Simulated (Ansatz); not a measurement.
Electronic density of states of amorphous Si₃₀N₄₄Zr₃, density 3.30 g/cm³, on a 2×2×2 Γ-centred mesh with a Gaussian width of 0.1 eV; energies count from the Fermi level, whose place inside the gap is arbitrary. Cell and mesh are small, so fine structure isn't converged. The numbers are results of PBE, scalar-relativistic without spin-orbit coupling (plane waves to 420 eV, PAW; Ansatz, a program for electronic structure), not measurements. Sampling: a 2×2×2 Γ-centred mesh; Fermi-Dirac width 0.02 eV; no spin polarisation. At PBE the levels at both edges of the gap are localised (band-tail or defect states), and the nearest spread-out levels lie 2.6 eV apart at the zone centre.

It comes from a melt-quench run on a machine-learned potential (CHGNet), relaxed afterwards by DFT. N atoms were pushed apart under 1.9 Å during the dynamics, to hinder bonds among them. The hot cell started wider than the set density and was brought back towards it in steps. It is the lowest in DFT energy of 2 quenches. It is a model cell: composition and starting density were chosen by hand, and all elements were melted together. No dispersion term was used. Its density started from a set value of 3.30 and ended at 3.30 g/cm³. The quench (nominally 450 K/ps over its main leg) was far faster than any real one, so the model tends to hold more defects than a real film. One small periodic cell is one sample of the glass; other quenches scatter about these values. The volume was held where the preparation left it and the shape relaxed, at a PBE pressure of 3.8 GPa. Stress components on the final sampling reach 4.0 GPa. On a 2×2×2 Γ-centred mesh force components of up to 0.23 eV/Å stay, since the relaxation ran on the zone centre alone.

| E - EF (eV) | states/(eV atom) |
|---|---|
| -12.00 | 0.00 |
| -11.90 | 0.00 |
| -11.80 | 0.00 |
| -11.70 | 0.00 |
| -11.60 | 0.00 |
| -11.50 | 0.00 |
| -11.40 | 0.00 |
| -11.30 | 0.00 |
| -11.20 | 0.00 |
| -11.10 | 0.00 |
| -11.00 | 0.00 |
| -10.90 | 0.00 |
| -10.80 | 0.00 |
| -10.70 | 0.00 |
| -10.60 | 0.03 |
| -10.50 | 0.10 |
| -10.40 | 0.15 |
| -10.30 | 0.17 |
| -10.20 | 0.21 |
| -10.10 | 0.22 |
| -10.00 | 0.22 |
| -9.90 | 0.21 |
| -9.80 | 0.21 |
| -9.70 | 0.23 |
| -9.60 | 0.23 |
| -9.50 | 0.19 |
| -9.40 | 0.20 |
| -9.30 | 0.22 |
| -9.20 | 0.24 |
| -9.10 | 0.26 |
| -9.00 | 0.27 |
| -8.90 | 0.26 |
| -8.80 | 0.21 |
| -8.70 | 0.19 |
| -8.60 | 0.19 |
| -8.50 | 0.25 |
| -8.40 | 0.24 |
| -8.30 | 0.22 |
| -8.20 | 0.25 |
| -8.10 | 0.25 |
| -8.00 | 0.27 |
| -7.90 | 0.27 |
| -7.80 | 0.22 |
| -7.70 | 0.26 |
| -7.60 | 0.26 |
| -7.50 | 0.26 |
| -7.40 | 0.31 |
| -7.30 | 0.36 |
| -7.20 | 0.37 |
| -7.10 | 0.33 |
| -7.00 | 0.35 |
| -6.90 | 0.40 |
| -6.80 | 0.41 |
| -6.70 | 0.39 |
| -6.60 | 0.37 |
| -6.50 | 0.37 |
| -6.40 | 0.40 |
| -6.30 | 0.42 |
| -6.20 | 0.39 |
| -6.10 | 0.38 |
| -6.00 | 0.39 |
| -5.90 | 0.38 |
| -5.80 | 0.36 |
| -5.70 | 0.43 |
| -5.60 | 0.42 |
| -5.50 | 0.43 |
| -5.40 | 0.45 |
| -5.30 | 0.44 |
| -5.20 | 0.45 |
| -5.10 | 0.46 |
| -5.00 | 0.44 |
| -4.90 | 0.45 |
| -4.80 | 0.47 |
| -4.70 | 0.46 |
| -4.60 | 0.43 |
| -4.50 | 0.48 |
| -4.40 | 0.48 |
| -4.30 | 0.43 |
| -4.20 | 0.46 |
| -4.10 | 0.50 |
| -4.00 | 0.52 |
| -3.90 | 0.50 |
| -3.80 | 0.48 |
| -3.70 | 0.50 |
| -3.60 | 0.49 |
| -3.50 | 0.48 |
| -3.40 | 0.48 |
| -3.30 | 0.48 |
| -3.20 | 0.47 |
| -3.10 | 0.47 |
| -3.00 | 0.50 |
| -2.90 | 0.50 |
| -2.80 | 0.55 |
| -2.70 | 0.55 |
| -2.60 | 0.52 |
| -2.50 | 0.51 |
| -2.40 | 0.46 |
| -2.30 | 0.39 |
| -2.20 | 0.38 |
| -2.10 | 0.42 |
| -2.00 | 0.40 |
| -1.90 | 0.35 |
| -1.80 | 0.35 |
| -1.70 | 0.32 |
| -1.60 | 0.27 |
| -1.50 | 0.33 |
| -1.40 | 0.37 |
| -1.30 | 0.29 |
| -1.20 | 0.28 |
| -1.10 | 0.19 |
| -1.00 | 0.12 |
| -0.90 | 0.18 |
| -0.80 | 0.15 |
| -0.70 | 0.03 |
| -0.60 | 0.00 |
| -0.50 | 0.00 |
| -0.40 | 0.00 |
| -0.30 | 0.00 |
| -0.20 | 0.00 |
| -0.10 | 0.00 |
| 0.00 | 0.00 |
| 0.10 | 0.00 |
| 0.20 | 0.00 |
| 0.30 | 0.00 |
| 0.40 | 0.00 |
| 0.50 | 0.00 |
| 0.60 | 0.00 |
| 0.70 | 0.03 |
| 0.80 | 0.11 |
| 0.90 | 0.10 |
| 1.00 | 0.02 |
| 1.10 | 0.00 |
| 1.20 | 0.04 |
| 1.30 | 0.15 |
| 1.40 | 0.22 |
| 1.50 | 0.20 |
| 1.60 | 0.17 |
| 1.70 | 0.15 |
| 1.80 | 0.13 |
| 1.90 | 0.15 |
| 2.00 | 0.21 |
| 2.10 | 0.26 |
| 2.20 | 0.17 |
| 2.30 | 0.13 |
| 2.40 | 0.09 |
| 2.50 | 0.08 |
| 2.60 | 0.19 |
| 2.70 | 0.20 |
| 2.80 | 0.13 |
| 2.90 | 0.18 |
| 3.00 | 0.25 |
| 3.10 | 0.25 |
| 3.20 | 0.25 |
| 3.30 | 0.28 |
| 3.40 | 0.29 |
| 3.50 | 0.24 |
| 3.60 | 0.21 |
| 3.70 | 0.23 |
| 3.80 | 0.24 |
| 3.90 | 0.27 |
| 4.00 | 0.30 |
| 4.10 | 0.33 |
| 4.20 | 0.40 |
| 4.30 | 0.44 |
| 4.40 | 0.43 |

The gap between localised states on this mesh is 1.61 eV; the broadening fills part of it in the curve.
